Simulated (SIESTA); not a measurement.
## Worked example: self-consistent single point of NbCo3 (Pm-3m, 4 atoms in the cell) in SIESTA

Method of the run: GGA PBEsol, numerical atomic orbitals DZP, PseudoDojo PBEsol standard norm-conserving potentials (rewritten from UPF to PSML) (SIESTA 5.4.2).

Input as run:

```
# files in the folder: Nb.psml Co.psml (PseudoDojo PBEsol standard)
SystemName  NbCo3
SystemLabel siesta

NumberOfAtoms                4
NumberOfSpecies              2
%block ChemicalSpeciesLabel
  1 41 Nb
  2 27 Co
%endblock ChemicalSpeciesLabel
LatticeConstant              1.0 Ang
%block LatticeVectors
     3.559901000    0.000000000    0.000000000
     0.000000000    3.559901000    0.000000000
     0.000000000    0.000000000    3.559901000
%endblock LatticeVectors
AtomicCoordinatesFormat      Bohr
%block AtomicCoordinatesAndAtomicSpecies
     0.000000000    0.000000000    0.000000000  1
     3.363618960    3.363618960    0.000000000  2
     0.000000000    3.363618960    3.363618960  2
     3.363618960    0.000000000    3.363618960  2
%endblock AtomicCoordinatesAndAtomicSpecies

XC.functional                GGA
XC.authors                   PBEsol
PAO.BasisSize                DZP
PAO.EnergyShift              0.01 Ry
MeshCutoff                   300 Ry
%block kgrid.MonkhorstPack
    9   0   0  0.0
    0   9   0  0.0
    0   0   9  0.0
%endblock kgrid.MonkhorstPack
OccupationFunction           FD
ElectronicTemperature        1160.45 K

MaxSCFIterations             150
SCF.Mixer.Method             Broyden
SCF.Mixer.Weight             0.25
SCF.Mixer.History            6
SCF.DM.Tolerance             1.0E-05
Diag.ParallelOverK           true
WriteForces                  true
```

Output (repeated stretches shortened):

```
reinit: Reading from file input.fdf

reinit: System Name: NbCo3
reinit: System Label: siesta

coor:   Atomic-coordinates input format  =     Cartesian coordinates
coor:                                            (in Bohr units)

siesta: Atomic coordinates (Bohr) and species
siesta:      0.00000   0.00000   0.00000  1        1
siesta:      3.36362   3.36362   0.00000  2        2
siesta:      0.00000   3.36362   3.36362  2        3
siesta:      3.36362   0.00000   3.36362  2        4

siesta: System type = bulk

initatomlists: Number of atoms, orbitals, and projectors:      4    76    72

siesta: ******************** Simulation parameters ****************************
redata: Spin configuration                          = none
redata: Time-Reversal Symmetry                      = T
redata: Number of Atomic Species                    =        2
redata: Mesh Cutoff                                 =   300.0000 Ry
redata: Net charge of the system                    =     0.0000 |e|
redata: Min. number of SCF Iter                     =        0
redata: Max. number of SCF Iter                     =      150
redata: SCF convergence failure will abort job
redata: SCF mix quantity                            = Hamiltonian
redata: Mix DM or H after convergence               =   F
redata: Recompute H after scf cycle                 =   F
redata: Mix DM in first SCF step                    =   T
redata: No kicks to SCF
redata: DM Mixing Weight for Kicks                  =     0.5000
redata: Require Harris convergence for SCF          =   F
redata: Harris energy tolerance for SCF             =     0.000100 eV
redata: Require DM convergence for SCF              =   T
redata: DM tolerance for SCF                        =     0.000010
redata: Require EDM convergence for SCF             =   F
redata: EDM tolerance for SCF                       =     0.001000 eV
redata: Require H convergence for SCF               =   T
redata: Hamiltonian tolerance for SCF               =     0.001000 eV
redata: Require (free) Energy convergence for SCF   =   F
redata: (free) Energy tolerance for SCF             =     0.000100 eV
redata: Using DFT-D3 dispersion                     =   F
redata: Using Saved Data (generic)                  =   F
redata: Method of Calculation                       = Diagonalization
redata: Electronic Temperature                      =  1160.4500 K
redata: Number of TDED substeps                     =        3
redata: Dynamics option                             = Single-point calculation
redata: Save all siesta data in one NC              =   F
redata: ***********************************************************************

%block SCF.Mixers
  Broyden
%endblock SCF.Mixers

%block SCF.Mixer.Broyden
  # Mixing method
  method broyden

  # Mixing options
  weight 0.2500
  weight.linear 0.2500
  weight.prime 0.2500
  history 6
%endblock SCF.Mixer.Broyden

DM_history_depth set to one: no extrapolation allowed by default for geometry relaxation
Size of DM history Fstack: 1
Total number of electrons:    64.000000
Total ionic charge:    64.000000

* ProcessorY, Blocksize:    1  64

* Orbital distribution balance (max,min):    76    76

 Kpoints in:          405 . Kpoints trimmed:          365

siesta: k-grid: Number of k-points = 365
siesta: k-points from Monkhorst-Pack grid
siesta: k-cutoff (effective) =    16.020 Ang
siesta: k-point supercell and displacements
siesta: k-grid:     9     0     0      0.000
siesta: k-grid:     0     9     0      0.000
siesta: k-grid:     0     0     9      0.000

diag: Algorithm                                     = D&C
diag: Parallel over k                               =   F
diag: Use parallel 2D distribution                  =   F
diag: Parallel block-size                           = 64
diag: Parallel distribution                         =     1 x     1
diag: Used triangular part                          = Lower
diag: Absolute tolerance                            =  0.100E-15
diag: Orthogonalization factor                      =  0.100E-05
diag: Memory factor                                 =  1.0000

superc: Internal auxiliary supercell:     5 x     5 x     5  =     125
superc: Number of atoms, orbitals, and projectors:    500   9500   9000

                        Single-point calculation

superc: Internal auxiliary supercell:     5 x     5 x     5  =     125
superc: Number of atoms, orbitals, and projectors:    500   9500   9000

outcell: Unit cell vectors (Ang):
        3.559901    0.000000    0.000000
        0.000000    3.559901    0.000000
        0.000000    0.000000    3.559901

outcell: Cell vector modules (Ang)   :    3.559901    3.559901    3.559901
outcell: Cell angles (23,13,12) (deg):     90.0000     90.0000     90.0000
outcell: Cell volume (Ang**3)        :     45.1143
new_DM -- step:     1
Initializing Density Matrix...

Attempting to read DM from file... Failed...
DM filled with atomic data:

InitMesh: MESH = 40 x 40 x 40 = 64000
InitMesh: Mesh cutoff (required, used) =   300.000   348.936 Ry

stepf: Fermi-Dirac step function

        iscf     Eharris(eV)        E_KS(eV)     FreeEng(eV)     dDmax    Ef(eV) dHmax(eV)
   scf:    1   -14109.218458   -14154.183750   -14154.274111  1.649018 -2.302133 13.395846
   scf:    2   -14148.474358   -14160.976203   -14161.106007  0.849181 -4.384621 11.065116
   scf:    3   -14164.216483   -14165.665947   -14165.784996  0.209156 -3.842810  3.430008
   scf:    4   -14166.748460   -14166.477817   -14166.611628  0.212342 -4.425618  0.139355
   scf:    5   -14166.482920   -14166.480946   -14166.615777  0.012137 -4.425575  0.099883
   scf:    6   -14166.480083   -14166.480600   -14166.616358  0.006171 -4.435894  0.028103
   [... 9 lines left out ...]
   scf:   16   -14166.479914   -14166.479916   -14166.616482  0.000080 -4.439205  0.005310
   scf:   17   -14166.479913   -14166.479916   -14166.616482  0.000116 -4.439217  0.005140
   scf:   18   -14166.479918   -14166.479918   -14166.616483  0.000080 -4.439222  0.001899
   scf:   19   -14166.479918   -14166.479918   -14166.616483  0.000029 -4.439243  0.000568
   scf:   20   -14166.479919   -14166.479919   -14166.616483  0.000010 -4.439238  0.000199

SCF Convergence by DM+H criterion
max |DM_out - DM_in|         :     0.0000096068
max |H_out - H_in|      (eV) :     0.0001993286
SCF cycle converged after 20 iterations

Using DM_out to compute the final energy and forces

siesta: E_KS(eV) =           -14166.4799

siesta: E_KS - E_eggbox =    -14166.4799

siesta: Atomic forces (eV/Ang):
     1   -0.000000   -0.000000   -0.000000
     2   -0.000000   -0.000000   -0.000000
     3   -0.000000   -0.000000    0.000000
     4   -0.000000   -0.000000    0.000000
   Tot   -0.000000   -0.000000    0.000000
   Max    0.000000
   Res    0.000000    sqrt( Sum f_i^2 / 3N )
   Max    0.000000    constrained

Stress tensor Voigt[x,y,z,yz,xz,xy] (kbar):      -25.46      -25.46      -25.46        0.00        0.00        0.00
(Free)E + p*V (eV/cell)   -14165.8995
Target enthalpy (eV/cell)   -14166.6165

siesta: Program's energy decomposition (eV):
siesta: Ebs     =     -2266.220328
siesta: Eions   =     18162.512931
siesta: Ena     =      1811.196917
siesta: Ekin    =      6034.836477
siesta: Enl     =     -1338.465061
siesta: Eso     =         0.000000
siesta: Edftu   =         0.000000
siesta: DEna    =       112.548148
siesta: DUscf   =         3.416472
siesta: DUext   =         0.000000
siesta: Ex      =     -2484.336499
siesta: Ec      =      -143.163443
siesta: Exc     =     -2627.499941
siesta: Eharris =    -14166.479919
siesta: Etot    =    -14166.479919
siesta: FreeEng =    -14166.616483

siesta: Stress tensor (static) (eV/Ang**3):
siesta:    -0.015893    0.000000    0.000000
siesta:     0.000000   -0.015893    0.000000
siesta:     0.000000    0.000000   -0.015892

siesta: Cell volume =         45.114252 Ang**3

siesta: Pressure (static):
siesta:                Solid            Molecule  Units
siesta:           0.00017309          0.00017309  Ry/Bohr**3
siesta:           0.01589279          0.01589279  eV/Ang**3
siesta:          25.46305313         25.46305058  kBar
```

The run converged in 20 iterations.

The starting cell comes from a database of computed structures (which also holds hypothetical and non-ambient phases and stackings), without a prior relaxation at this level. Its lattice was rescaled by a random factor within 2.5 % of one. Spin polarisation is off. Values carry the incompleteness of an atom-centred basis.

Cost on one core of a shared machine: roughly 3 min.
